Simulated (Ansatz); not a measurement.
The reference is HgTe in the zinc blende structure (space group F-43m, No. 216; a = 6.435 Å). Axes: x, y, z lie along the cube axes.

Computed with DFT with LDA, PAW potentials and a 420 eV plane-wave cutoff in Ansatz (a program for electronic structure), no SOC.

Now apply this change: an isotropic linear strain of −2.00 %; the atoms relax in the strained cell.

Predict the stress tensor and what it implies for the stiffness.

Stress of the strained cell less that of the base (GPa, compression positive):
```
    3.4     0.0     0.0
    0.0     3.4     0.0
    0.0     0.0     3.4
```

Then B = −ΔP/(ΔV/V₀) with ΔV/V₀ = -0.0588 gives secant stiffness values (nonlinear terms included at this strain): B ≈ 57 GPa.

As a check, the harmonic strain energy −½ V₀ Δσ:ε is 21 meV/atom; the computed energy rise is 19 meV/atom.

The mesh was chosen for an insulator and is coarse for the gapless case. Stability against distortions was not tested. All final runs are without spin polarisation.
